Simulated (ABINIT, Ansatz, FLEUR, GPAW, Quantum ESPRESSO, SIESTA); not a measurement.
# Code comparison for As (R-3m, 2 atoms in the cell)

Self-consistent single point.

```
As
1.0
    3.68036    -1.88000     0.00000
    3.68036     1.88000     0.00000
    2.72002     0.00000     3.11142
As
2
Cartesian
  2.28833   0.00000   0.70629
  7.79242   0.00000   2.40513
```

Shared settings, as Ansatz (a first-principles code) writes them: kpoints.mp_grid.grid = 2 2 2; scf.occupations.method = fermi_dirac; scf.occupations.width = 0.05 eV. Potentials and cutoffs stand in the table.

```
code                                                                                                                                model  pressure (GPa)  largest force (eV/Å)           cutoff
----------------  -----------------------------------------------------------------------------------------------------------------------  --------------  --------------------  ---------------
SIESTA            GGA PBE, numerical atomic orbitals TZP, PseudoDojo PBE standard norm-conserving potentials (rewritten from UPF to PSML)           19.06                 1.668      grid 300 Ry
FLEUR                                                                        PBE, all-electron FLAPW (FLEUR), scalar-relativistic valence               –                 2.263  Kmax 3.5 1/bohr
ABINIT                                                           PBE, norm-conserving pseudopotentials (PseudoDojo nc-sr-05 PBE standard)           15.68                 2.341            42 Ha
Quantum ESPRESSO                                                                                PBE, PSlibrary PAW (PBE) pseudopotentials           15.90                 2.234            30 Ry
Ansatz                                                                                                             PBE, default PAW files           15.49                 2.332          default
GPAW                                                                                         PBE, GPAW PAW datasets PBE (gpaw-data 1.0.1)           15.83                 2.285           550 eV
```

A dash marks a value that a program does not give, or that is left out as unsure.

The spread over the programs that give each value: pressure within 3.57 GPa; largest force within 0.673 eV/Å.

SIESTA uses small atom-centred bases, whose incompleteness enters pressures, forces and empty levels differently from a plane-wave cutoff. FLEUR treats all electrons, but the usual bases taken here (sphere radii, linearisation, local orbitals, empty states) were not tested for convergence, so the values are no reference for the others. Ansatz's pressure is given at a fixed set of plane waves, as the other plane-wave codes print theirs. In the pressure, SIESTA (by 3.31) lies more than 1 GPa from the median of the plane-wave programs. In the force vectors, SIESTA (by 0.641) lies more than 0.08 eV/Å from the median of the plane-wave programs.

On the base mesh (7 7 7) the same programs gave: Ansatz pressure 3.11 GPa; Quantum ESPRESSO pressure 3.25 GPa; ABINIT pressure 3.23 GPa; GPAW pressure 3.32 GPa; SIESTA pressure 6.99 GPa, gap on the mesh 0.022 eV.

The values differ from the base mesh's, so the mesh still matters here: the table compares the programs at equal settings.

The starting cell has typed, rounded lattice constants, without a prior relaxation at this level.

Left out of this page: CP2K (on another mesh); PySCF and Elk (not drawn, or without a comparable value).

Keys are those of Ansatz 0.2.
